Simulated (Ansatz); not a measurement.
Charge-transition levels above the valence-band maximum in wurtzite GaN (eV), each at one geometry relaxed with PBE and evaluated in Ansatz (a quantum-chemistry and plane-wave program) with PBE, r2SCAN. Host gaps: PBE 1.71 eV, r2SCAN 2.12 eV. Details: 96-site cell; 2×2×2 shifted k-points; charged states image-corrected; no spin–orbit coupling; corrections pass 1 eV, so highly charged states may be off by several tenths; flagged in the runs: for some of the defects a host whose relaxation on this sampling wasn't shown to rest, a strain field that reaches the edge of the cell.

```
defect                                                 x: PBE (eV)  y: r2SCAN (eV)
-----------------------------------------------------  -----------  --------------
Si on the N site (+1/0)                                       0.57            0.69
Ga vacancy + Si on the Ga site (0/−1)                         0.73            1.00
Bi on the N site (+1/0)                                       0.74            0.86
C interstitial started as a split pair with N (+2/+1)         0.84            0.92
Ga vacancy + Si on the Ga site (−1/−2)                        1.44            1.58
Ga vacancy + O on the N site (−1/−2)                          1.46            1.59
C interstitial started as a split pair with N (+1/0)          1.59            1.86
Si on the N site (0/−1)                                       1.12               ?
```

Problem. Fit a straight line to the 7 complete rows and predict the last.

Solution. Means: x = 1.053, y = 1.214; Sxx = 1.085, Sxy = 1.137. Slope 1.137 / 1.085 = 1.05, intercept 1.214 − 1.05 × 1.053 = 0.11 eV; the rows scatter by 0.08 eV about the line, and R² = 0.97. Prediction: 0.11 + 1.05 × 1.12 = 1.29 eV. The calculation gave 1.28 eV, 0.01 eV below the line, within its scatter.
